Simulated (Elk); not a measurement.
A self-consistent single point of Ta2N (P-3m1, 3 atoms in the cell) with Elk.

Level of theory: PBEsol, all-electron FP-LAPW, Elk's shipped species files, default APW+lo basis in Elk.

```
CELL_PARAMETERS angstrom
      3.11286     0.00000     0.00000
     -1.55643     2.69582     0.00000
      0.00000     0.00000     4.86984
ATOMIC_POSITIONS crystal
  Ta 0.66667 0.33333 0.74529
  Ta 0.33333 0.66667 0.25471
  N  0.00000 0.00000 0.00000
```

Reference input (self-consistent single point, DFT, PBE, all-electron FP-LAPW, Elk's shipped species files, default APW+lo basis): xctype = 20; swidth = 0.00499791 Ha; ngridk = 10 10 6; rmtscf = 0.84; maxscl = 100. This run's input differs from it in these lines:

```diff
@@ -4,3 +4,3 @@
 xctype
-  20
+  22
```

Log, with long lists cut:

```
│ Self-consistent loop started │
│ Loop number : 1 │
 total energy                :     -31284.2640494
│ Loop number : 2 │
 total energy                :     -31285.1106386
RMS change in Kohn-Sham potential (target) :    1.494357045     (  0.1000000000E-05)
Absolute change in total energy (target)   :   0.8465891884     (  0.1000000000E-03)
│ Loop number : 3 │
 total energy                :     -31284.5306772
RMS change in Kohn-Sham potential (target) :    1.467555295     (  0.1000000000E-05)
Absolute change in total energy (target)   :   0.3683140741     (  0.1000000000E-03)
│ Loop number : 4 │
   [... lines left out ...]
Absolute change in total energy (target)   :   0.3038563955E-04 (  0.1000000000E-03)
│ Loop number : 15 │
 total energy                :     -31297.7280715
RMS change in Kohn-Sham potential (target) :   0.1001325638E-05 (  0.1000000000E-05)
Absolute change in total energy (target)   :   0.6463112732E-04 (  0.1000000000E-03)
│ Loop number : 16 │
 total energy                :     -31297.7280761
RMS change in Kohn-Sham potential (target) :   0.2929783015E-06 (  0.1000000000E-05)
Absolute change in total energy (target)   :   0.1161010005E-04 (  0.1000000000E-03)
Convergence targets achieved

│ Loop number : 17 │

Energies :
 Fermi                       :     0.516563315191
 total energy                :     -31297.7280835

Density of states at Fermi energy :    35.36326080
 (states/Hartree/unit cell)

Estimated indirect band gap :   0.4512173156E-03
 from k-point     43 to k-point     30
Estimated direct band gap   :   0.2410392096E-02
 at k-point      2

Charges :
 core                        :    94.00000000
 valence                     :    59.00000000
 interstitial                :    6.602112084
 muffin-tins (core leakage)
  species :    1 (Ta)
   atom    1                 :    70.36572012     (  0.5985347990E-05)
   atom    2                 :    70.36572012     (  0.5985347990E-05)
  species :    2 (N)
   atom    1                 :    5.666447675     (  0.3923662524E-05)
 total in muffin-tins        :    146.3978879
 total calculated charge     :    152.9920645
 total charge                :    153.0000000
 error                       :   0.7935537691E-02

│ Self-consistent loop stopped │
```

The run converged in 17 iterations. The count includes the last loop, which Elk runs after its targets are met. 

The starting cell comes from a database of computed structures (which also holds hypothetical and non-ambient phases and stackings), without a prior relaxation at this level. Spin-orbit coupling is off. Spin polarisation is off. Values depend on the basis (sphere radii, cutoffs, local orbitals), which need not be converged. The log's line on a gap gives a spacing of levels on this mesh, which the program prints for metals too.
